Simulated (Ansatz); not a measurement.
Results of HSE06+SOC (PAW; Ansatz, an electronic-structure program) for CsSnI₃ (P4/mbm, No. 127, 10 atoms in the cell; start COD 4117958; high-temperature phase).

Settings: plane-wave cutoff 460 eV, 4×4×4 k mesh, Fermi–Dirac smearing 0.01 eV, PAW data made under PBE.

Cell (measured lattice):

```
CELL_PARAMETERS angstrom
      8.71820     0.00000     0.00000
      0.00000     8.71820     0.00000
      0.00000     0.00000     6.19080
ATOMIC_POSITIONS crystal
  Cs 0.00000 0.50000 0.00000
  Cs 0.50000 0.00000 0.00000
  I  0.27630 0.22370 0.50000
  I  0.72370 0.77630 0.50000
  I  0.22370 0.72370 0.50000
  I  0.77630 0.27630 0.50000
  I  0.50000 0.50000 0.00000
  I  0.00000 0.00000 0.00000
  Sn 0.50000 0.50000 0.50000
  Sn 0.00000 0.00000 0.50000
```

Question: Give the computed band gap and direct gap at Γ.

Answer: 
- band gap: 0.23 eV (on the SCF k mesh) (direct)
- direct gap at Γ: 1.76 eV

Note: held by symmetry at 0 K, a high-temperature phase can be a saddle point; cell and atoms aren't relaxed at this level (largest force component 0.03 eV/Å, pressure 0.6 GPa).
